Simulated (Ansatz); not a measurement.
An Ansatz (an electronic-structure program) run: Ru with a change (x(Pd) = 0.75, 4 atoms, Pmm2); Ansatz r2SCAN, no spin-orbit coupling.

Input:

Ansatz 0.2 input:
```yaml
crystal:
  lattice:
    - [2.7047955821, 0, 0]
    - [0, 4.4867091709, 0]
    - [0, 0, 4.7957108245]
  atoms:
    - { symbol: Pd, position: [0, 0, 0.6655514178] }
    - { symbol: Pd, position: [0.5, 0, 0.1564205563] }
    - { symbol: Ru, position: [0.5, 0.5, 0.8389294445] }
    - { symbol: Pd, position: [0, 0.5, 0.3390985814] }
basis: { ecutwfc: 500, ecutrho_ratio: 4, xc_grid: 4, fft_grid_basis: typed }
kpoints: { mp_grid: { grid: [17, 11, 10] } }
hamiltonian:
  xc: r2scan
  dispersion: none
  pseudopotentials: { kind: paw }
scf: { occupations: { method: fermi_dirac, width: 0.05 }, convergence: { dr2_threshold: 0.0000000004 } }
output: { forces: true, stress: true }
checkpoint: { write: state.ck, write_every: 1000 }
```

Output (explanatory and most iteration lines left out):

```
Pseudopotential: Pd, paw, valence charge 18
Pseudopotential: Ru, paw, valence charge 16
Crystal: 4 atoms, lattice volume = 58.199 Å³
Basis set: ecut = 500 eV, 1441 PW (Γ), exchange–correlation on 80×144×144 points (64 copies of the dense FFT grid, shifted against one another)
Bands: 40, of which v1, the nominal top of the filled ones, is band 35 counted from 1 (34 counted from 0)
Symmetry: 4 space group operations
Space group: Pmm2 (ITA 25), of the structure as read, at distance tolerance 3.9e-5 Å
k-points: 324 of 1870 (time reversal used)
Functional: x = r2scan, c = r2scan; τ floored in thin density (d = 2e-4 eV/Å³)
SCF iter   1: F=—  HF=-26847.116348 eV  |F-HF|=—  |Δ(HF+E_count)|=         —  Δρ=2.09e-2  dr2=2.64e-1  dr2_τ=4.53e-2  ethr=1.77e-3  ⟨swp⟩=6.0  Hψ=46940  notcnv=0
SCF iter   2: F=—  HF=-26847.156786 eV  |F-HF|=—  |Δ(HF+E_count)|=   4.04e-2  Δρ=1.57e-2  dr2=2.12e-1  dr2_τ=2.60e-2  ethr=3.77e-4  ⟨swp⟩=2.9  Hψ=24374  notcnv=0
SCF 1 converged in 14 iterations: F = -26847.147794 eV  dr2 = 1.22e-10
SCF converged after 14 iterations
Free energy (F): -26847.147794 eV
Internal energy: -26847.090376 eV  (E = F + TS)
E sigma→0 (E₀):  -26847.119085 eV
Entropy (-TS):   -0.057418 eV (-14.355 meV/atom)
Fermi energy:    20.543946 eV
--- Forces (eV/Å), atoms counted from 1 ---
  atom   1  Pd     0.00000000     0.00000000     0.00051811
  atom   2  Pd     0.00000000     0.00000000    -0.00079006
  atom   3  Ru     0.00000000     0.00000000    -0.00028943
  atom   4  Pd     0.00000000     0.00000000     0.00056451
--- Stress (GPa, compression-positive) ---
       -0.001727       0.000000       0.000000
        0.000000       0.004919       0.000000
        0.000000       0.000000       0.004914
  P = ⅓ Tr σ = 0.0027 GPa (0.027 kbar)
```

Each cell is one ordered arrangement of few atoms, which overstates ordering effects compared with a random alloy. Stability against distortions was not tested. The final runs are not spin-polarised. The cell was made from Ru by this change: x(Pd) = 0.75, 4 atoms, Pmm2. Pd3Ru has a high density of states at the Fermi level and may be magnetic at this level.
